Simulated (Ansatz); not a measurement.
Related cells compared by their density of states at the Fermi level.

Cell A: Hf (hcp, P6₃/mmc), 2 atoms in the cell, k-point mesh 24×24×12 on the run's own vectors.
```cif
data_Hf2
_chemical_formula_sum 'Hf2'
_space_group_name_H-M_alt 'P 1'
_space_group_IT_number 1
_cell_length_a 3.20440
_cell_length_b 3.20440
_cell_length_c 5.07218
_cell_angle_alpha 90.000
_cell_angle_beta 90.000
_cell_angle_gamma 120.000
loop_
_space_group_symop_operation_xyz
  'x, y, z'
loop_
_atom_site_label
_atom_site_type_symbol
_atom_site_fract_x
_atom_site_fract_y
_atom_site_fract_z
_atom_site_occupancy
Hf1 Hf 0.33333 0.66667 0.25000 1
Hf2 Hf 0.66667 0.33333 0.75000 1
```

Cell B: Ta (bcc, Im-3m), 1 atom in the cell, k-point mesh 26×26×26 on the run's own vectors.
```
Ta
1.0
   -1.66030     1.66030     1.66030
    1.66030    -1.66030     1.66030
    1.66030     1.66030    -1.66030
Ta
1
Direct
  0.00000   0.00000   0.00000
```

Cell C: W (bcc, Im-3m), 1 atom in the cell; spin state with PBE: run without spin, k-point mesh 26×26×26 on the run's own vectors.
```
W
1.0
   -1.59192     1.59192     1.59192
    1.59192    -1.59192     1.59192
    1.59192     1.59192    -1.59192
W
1
Direct
  0.00000   0.00000   0.00000
```

Cell D: Re (hcp, P6₃/mmc), 2 atoms in the cell; spin state with PBE: run without spin, k-point mesh 24×24×14 on the run's own vectors.
```cif
data_Re2
_chemical_formula_sum 'Re2'
_space_group_name_H-M_alt 'P 1'
_space_group_IT_number 1
_cell_length_a 2.77650
_cell_length_b 2.77650
_cell_length_c 4.48084
_cell_angle_alpha 90.000
_cell_angle_beta 90.000
_cell_angle_gamma 120.000
loop_
_space_group_symop_operation_xyz
  'x, y, z'
loop_
_atom_site_label
_atom_site_type_symbol
_atom_site_fract_x
_atom_site_fract_y
_atom_site_fract_z
_atom_site_occupancy
Re1 Re 0.33333 0.66667 0.25000 1
Re2 Re 0.66667 0.33333 0.75000 1
```

Cell E: Os (hcp, P6₃/mmc), 2 atoms in the cell; spin state with PBE: run without spin, k-point mesh 30×30×14 on the run's own vectors.
```
CELL_PARAMETERS angstrom
      2.75453     0.00000     0.00000
     -1.37727     2.38550     0.00000
      0.00000     0.00000     4.34702
ATOMIC_POSITIONS crystal
  Os 0.33333 0.66667 0.25000
  Os 0.66667 0.33333 0.75000
```

Cell F: Ir (fcc, Fm-3m), 1 atom in the cell; spin state with PBE: run without spin, k-point mesh 26×26×26 on the run's own vectors.
```cif
data_Ir4
_chemical_formula_sum 'Ir4'
_space_group_name_H-M_alt 'Fm-3m'
_space_group_IT_number 225
_space_group_name_Hall '-F 4 2 3'
_cell_length_a 3.87125
_cell_length_b 3.87125
_cell_length_c 3.87125
_cell_angle_alpha 90.000
_cell_angle_beta 90.000
_cell_angle_gamma 90.000
loop_
_atom_site_label
_atom_site_type_symbol
_atom_site_symmetry_multiplicity
_atom_site_Wyckoff_symbol
_atom_site_fract_x
_atom_site_fract_y
_atom_site_fract_z
_atom_site_occupancy
Ir1 Ir 4 a 0.00000 0.00000 0.00000 1
```
(The calculation used a cell of 1 atom; values per cell refer to that cell.)

Cell G: Au (fcc, Fm-3m), 1 atom in the cell, k-point mesh 24×24×24 on the run's own vectors.
```cif
data_Au4
_chemical_formula_sum 'Au4'
_space_group_name_H-M_alt 'Fm-3m'
_space_group_IT_number 225
_space_group_name_Hall '-F 4 2 3'
_cell_length_a 4.15800
_cell_length_b 4.15800
_cell_length_c 4.15800
_cell_angle_alpha 90.000
_cell_angle_beta 90.000
_cell_angle_gamma 90.000
loop_
_atom_site_label
_atom_site_type_symbol
_atom_site_symmetry_multiplicity
_atom_site_Wyckoff_symbol
_atom_site_fract_x
_atom_site_fract_y
_atom_site_fract_z
_atom_site_occupancy
Au1 Au 4 a 0.00000 0.00000 0.00000 1
```
(The calculation used a cell of 1 atom; values per cell refer to that cell.)

Computed with Ansatz (plane waves, PAW), its PAW set soft_1, cutoff 420 eV, 500 eV for r2SCAN. The structures are at rest with PBE; other levels are single points on them. Neutral cells; Fermi-Dirac smearing of at most 0.10 eV in the solids, energies taken to zero width. The lattices are those relaxed with PBE, so at other levels the solids can be strained, which adds to the spread. The runs are scalar-relativistic, without spin-orbit coupling. A dispersion term ran beside these levels; it doesn't touch the electrons. Both spins, broadened by a Gaussian of 0.2 eV on the run's mesh.

Predict the density of states at the Fermi level (states/eV per atom) of each cell with PBE.


```json
[
 {"system": "A", "PBE": "0.85"},
 {"system": "B", "PBE": "1.3"},
 {"system": "C", "PBE": "0.47"},
 {"system": "D", "PBE": "0.84"},
 {"system": "E", "PBE": "0.62"},
 {"system": "F", "PBE": "0.92"},
 {"system": "G", "PBE": "0.27"}
]
```

With PBE the value is lowest for G and highest for B.

How do the other levels compare?


| system | r2SCAN |
|---|---|
| A | 0.72 |
| B | 1.3 |
| C | 0.41 |
| D | 0.80 |
| E | 0.60 |
| F | 0.87 |
| G | 0.25 |

With r2SCAN the value is lowest for G and highest for B.

Ansatz is an electronic-structure program.
